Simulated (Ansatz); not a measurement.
The starting structures come from a database of crystals and need not be the phases stable at ambient conditions.

Crystal: LaOF (P4/nmm, not sure to be the ambient phase, 6 atoms a cell, 16.0 Å³ an atom); planes in its conventional cell.

These are r2SCAN (plane waves, PAW; Ansatz, an electronic-structure program) values and carry that method's errors.

No gap correction and no spin-orbit coupling; mid-gap values are interpolated between computed energies.

| plane | area of the cell (Å²) | mid-gap κ (1/Å) | largest κ in the gap (1/Å) |
|---|---|---|---|
| (001) | 16.6 | 0.54 | 0.54 |
| (100) | 23.7 | ___ | ___ |
| (110) | 33.5 | ___ | ___ |

Question: The slowest decay depends on the direction. Supply the withheld values.

Answer: 
- (100), mid-gap κ (1/Å): 0.48
- (100), largest κ in the gap (1/Å): 0.49
- (110), mid-gap κ (1/Å): 0.44
- (110), largest κ in the gap (1/Å): 0.44
